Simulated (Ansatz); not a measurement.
Take ZnS in the zinc blende structure (space group F-43m, No. 216; a = 5.357 Å) as the base.

It is then changed as follows: cell and atoms relaxed at a pressure of 0.9 GPa.

Levels (all Ansatz, a first-principles code, PAW): PBEsol (420 eV, no spin-orbit coupling); HSE06 (420 eV, spin-orbit coupling left out).

The geometry is relaxed with PBEsol.

| Property | Result |
|---|---|
| PBEsol lowest conduction level above the VBM at special points | Γ 2.13 eV; X 3.14 eV; L 3.26 eV |

With HSE06 at the same geometry, the lowest conduction level above the VBM at special points becomes Γ 3.51 eV; X 4.30 eV; L 4.64 eV (PBEsol: Γ 2.13 eV; X 3.14 eV; L 3.26 eV).

Single points use the geometry relaxed with PBEsol. The levels and masses belong to the bands next to the band gap. Load acts through the strain it causes; cell and atoms are relaxed under it. Whether these cells are dynamically stable was not tested.
